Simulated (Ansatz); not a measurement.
## Ge on the Ga site (broken-bond start) (wurtzite GaN host)

These are PBE, PAW (plane waves to 420 eV; Ansatz, an electronic-structure program) values and carry that method's errors. Cell: 96 sites, 3×2×2; final energies on a 2×2×2 shifted mesh. Sites at the start: the Ga site; started 0.95 Å off site, one bond broken. Energies of charged states are corrected for periodic images (point charge plus alignment at distant sites). Dielectric constants: PBE linear response of the host. Host gap at this level: 1.71 eV. Finite-size and sampling errors can reach tenths of an eV here. The semilocal functional narrows the gap, so deep levels can fall outside it. Spin–orbit coupling is left out. Each state is the lowest found from its start.

Formation energies E_f are given with the Fermi level at the valence-band maximum. Chemical conditions: N-rich (Δμ(Ga) = -0.88 eV, Δμ(Ge) = -0.009 eV, bounded by Ge3N4 (P31c); only phases computed here count, gases as isolated molecules at 0 K). Reference phases: Ga: alpha gallium, Ge: germanium.

| charge | moment (μB) | largest move off a lattice site (Å) | image correction with alignment (eV) | E_f, N-rich (eV) |
|---|---|---|---|---|
| +1 | not spin-polarised | 0.07 | 0.20 | -1.42 |
| 0* | quenched | 0.06 | – | – |
| −1* | not spin-polarised | 0.06 | – | – |

* At this level the carrier isn't localised at the defect: at charge 0 electrons occupy the conduction band; at charge −1 electrons occupy the conduction band. Such a state is shallow or no state of the defect, and this cell gives it no level.

Starting moments that weren't kept: charge 0 began with 1 μB and ended with 0.0.

No other site or start that was run ended lower by more than 0.1 eV.

Flagged in the runs: a doubtful potential alignment, a host whose relaxation on this sampling wasn't shown to rest.
